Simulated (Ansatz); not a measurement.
# ZrB2: energy against strain

ZrB2 (AlB2 type, P6/mmm, 10.076 Å³/atom at rest, c along z) under a strain ε along c (axis z), the other axes held. PBEsol in Ansatz, a plane-wave DFT program (PAW, default set), 420 eV, 21×21×17 Γ-centred mesh, Fermi-Dirac smearing 0.10 eV; ions are relaxed within the symmetry of each cell.

Here s stands for strain and y for E less E0.

| strain (%) | E less E0 (meV/atom) |
|---|---|
| -3.00 | ? |
| -1.50 | 3.29 |
| -1.00 | 1.45 |
| -0.50 | 0.36 |
| 0.00 | 0.00 |
| 0.50 | 0.36 |
| 1.00 | 1.42 |
| 1.50 | 3.15 |

**Question.** Using a parabola, estimate the missing y at s = -3.00 from the other rows, showing the fit.

**Answer.** Least squares gives y = 0.002 - 0.0343·s + 1.4305·s². Residuals (row less fit): 0.018, -0.017, -0.017, -0.002, 0.018, 0.022, -0.019; standard error 0.023 (degrees of freedom: 4). Twice the quadratic coefficient over the volume, 2 × 1.4305 meV × 10⁴ × 0.1602 / 10.076 Å³, is the elastic constant C33 = 455 ± 3 GPa. At the withheld row, y = 0.002 - 0.0343 × (-3.0) + 1.4305 × (-3.0)² = 12.979 meV/atom. The calculation gives 13.54 meV/atom, 0.561 meV/atom above the prediction (4.1 % of the range of y in the table). The row lies outside the fitted rows, so this is an extrapolation. From the scatter of the fitted rows alone, a prediction at this place has a standard error of 0.086 meV/atom, so the miss is 6.5 times that.

One order more, fitted to all 13 runs of the series, follows each within 0.01, so the miss is the next term of a smooth law. In a metal these values are sensitive to mesh and smearing; energies are taken to zero smearing, stresses follow the free energy. Rows are the converged runs of the series near zero and its far end; series whose fitted rows scatter by over a few per cent of the range, as at a crossing or softening among them, aren't shown in this form. Most that stay on the fit to the last digits aren't either.
